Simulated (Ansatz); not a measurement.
# PbI2 under a change: I interstitial (started 2.57 Å from the nearest host atom), symmetric start

Consider a 9-atom supercell of PbI2 in the CdI2 type structure (space group P-3m1, No. 164; a = 4.4389 Å, c = 6.7413 Å; layered) at its relaxed geometry.

The change: one I atom is added in an open site, starting 2.57 Å from the nearest host atom, atoms relaxed at fixed cell.

Method: PBEsol-D3(BJ) in Ansatz (plane waves to 420 eV, PAW, no spin-orbit coupling). Γ-centred 5×5×5 mesh, Fermi–Dirac width 0.01 eV.

```tsv
quantity	base	changed	shift
pressure	0.0 GPa	3.3 GPa	+3.3 GPa
final site of the added atom	–	3 Pb at 3.17 Å and 4 I at 3.18–3.28 Å	–
```

Final structure:

```yaml
crystal:
  lattice:
    - [6.65840, -3.84423, 0.00000]
    - [0.00000, 7.68845, 0.00000]
    - [-2.21947, -3.84423, 6.74134]
  atoms:
    - { symbol: Pb, position: [0.96022, 0.92485, 0.99073] }
    - { symbol: Pb, position: [0.73255, 0.35944, 0.99073] }
    - { symbol: Pb, position: [0.29796, 0.69718, 0.99073] }
    - { symbol: I, position: [0.09656, 0.42297, 0.25905] }
    - { symbol: I, position: [0.65974, 0.82916, 0.25905] }
    - { symbol: I, position: [0.50275, 0.26598, 0.25905] }
    - { symbol: I, position: [0.57324, 0.81314, 0.71972] }
    - { symbol: I, position: [0.26791, 0.20249, 0.80374] }
    - { symbol: I, position: [0.88194, 0.43054, 0.64581] }
    - { symbol: I, position: [0.11046, 0.88759, 0.33138] }
```

The magnetic state is the one reached from the starting moments; the real material's order can differ, and small cells can't hold many antiferromagnetic ones. The cell is small, so the values are those of an ordered compound at a high defect concentration; dilute-limit values will differ. The mesh was chosen for an insulator and is coarse for the gapless case. The defect started on the symmetric site and kept its symmetry, so it may sit on a saddle. Starting moments died away, wholly or in part, for I interstitial (started 2.57 Å from the nearest host atom); another magnetic solution may exist. The defect cell is spin-polarised and ends with 0.0 μB.

Ansatz is a first-principles code.
